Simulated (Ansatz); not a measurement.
Consider Be in the hcp (Mg type) structure (space group P6_3/mmc, No. 194; a = 2.263 Å, c = 3.566 Å; relaxed with 0.1 eV smearing). Axes: x lies along a and z along c of the hexagonal cell.

All numbers come from PBE (Ansatz, a first-principles code, PAW, no spin-orbit coupling).

For the base:

- Pressure = 0.0 GPa
- Shortest interatomic distance = 2.211 Å

Modification: biaxial strain +3.00 %, plane normal [001], relaxed out of plane (Cartesian); in-plane vectors clamped, the third vector and the atoms free.

Question: What does the calculation give for the out-of-plane strain after the change?

Answer: The out-of-plane strain amounts to -0.26 %.

Question: What does the calculation give for the pressure after the change?

Answer: The pressure (mean of the normal stresses, compression positive) goes from zero to -5.9 GPa.

Question: Estimate the effect on the shortest interatomic distance.

Answer: The shortest interatomic distance goes up by 0.0197 Å to 2.230 Å.

Whether these cells are dynamically stable was not tested.
